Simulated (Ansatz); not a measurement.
The parent structure is Mo in the diamond structure (space group Fd-3m, No. 227; a hypothetical phase, not in the database extracts checked).

```
CELL_PARAMETERS angstrom
      0.00000     2.80531     2.80531
      2.80531     0.00000     2.80531
      2.80531     2.80531     0.00000
ATOMIC_POSITIONS crystal
  Mo 0.25000 0.25000 0.25000
  Mo 0.00000 0.00000 0.00000
```

Cartesian axes are those of the cell as printed.

Method: DFT with PBEsol, PAW potentials and a 420 eV plane-wave cutoff in Ansatz (a first-principles code), no spin-orbit coupling.

For the base:

| Item | Result |
|---|---|
| Shortest interatomic distance | 2.429 Å |
| Band gap | zero |

One thing is altered: a free-standing slab of 2 layers (4 atoms, 2 a layer) is cut normal to [110], with 15 Å of vacuum and the in-plane cell held at bulk.

**Question.** How does this affect the excess energy per area of both faces?

**Answer.** The excess energy per area of both faces (slab less bulk energy over the cell's area: twice a surface energy) comes out as 2.22 J/m².

**Question.** How does this affect the shortest interatomic distance?

**Answer.** The shortest interatomic distance decreases by 0.0737 Å, from 2.429 Å to 2.356 Å.

**Question.** Predict the new band gap.

**Answer.** The band gap remains zero.

The excess energy carries the mismatch between the slab's and the bulk's meshes. Whether these cells are dynamically stable was not tested. All final runs are without spin polarisation.
